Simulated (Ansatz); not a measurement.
The starting structures come from a database of crystals and need not be the phases stable at ambient conditions.

Input:

```xyz
4
Lattice="4.5062 0.0000 0.0000 0.0000 6.3488 0.0000 0.0000 0.0000 4.5062" Properties=species:S:1:pos:R:3 pbc="T T T"
Al     0.0000     0.0000     0.0000
In     2.2531     3.1744     2.2531
Sb     2.2531     4.8672     0.0000
Sb     0.0000     1.4816     2.2531
```

Space group of this cell: P-4m2. The cell is taken as given.

The current runs along the normal of the first two printed vectors, the (100) plane. All runs by Ansatz (a quantum-chemistry and plane-wave program), plane waves and PAW, without spin-orbit coupling; the base is r2SCAN.

| run | mean pressure (GPa) | gap (eV) | mid-gap κ (1/Å) |
|---|---|---|---|
| base | -0.1 | 0.94 | 0.055 |
| all lengths scaled by 0.98 | 3.3 | 1.11 | 0.074 |
| all lengths scaled by 1.02 | -2.6 | [?] | [?] |
| lda in place of r2scan | -2.0 | [?] | [?] |
| lengths across the current scaled by 0.98, ions clamped | 2.1 | 1.03 | 0.069 |
| lengths across the current scaled by 1.02, ions clamped | -1.8 | [?] | [?] |
| lengths along the current scaled by 0.97, ions clamped | 1.6 | 0.89 | 0.064 |
| lengths along the current scaled by 1.03, ions clamped | -1.4 | 0.71 | 0.045 |
| pbesol in place of r2scan | -0.7 | 0.39 | 0.025 |

Complete the blanks.


- all lengths scaled by 1.02, gap (eV): 0.53
- all lengths scaled by 1.02, mid-gap κ (1/Å): 0.033
- lda in place of r2scan, gap (eV): 0.26
- lda in place of r2scan, mid-gap κ (1/Å): 0.017
- lengths across the current scaled by 1.02, ions clamped, gap (eV): 0.61
- lengths across the current scaled by 1.02, ions clamped, mid-gap κ (1/Å): 0.039
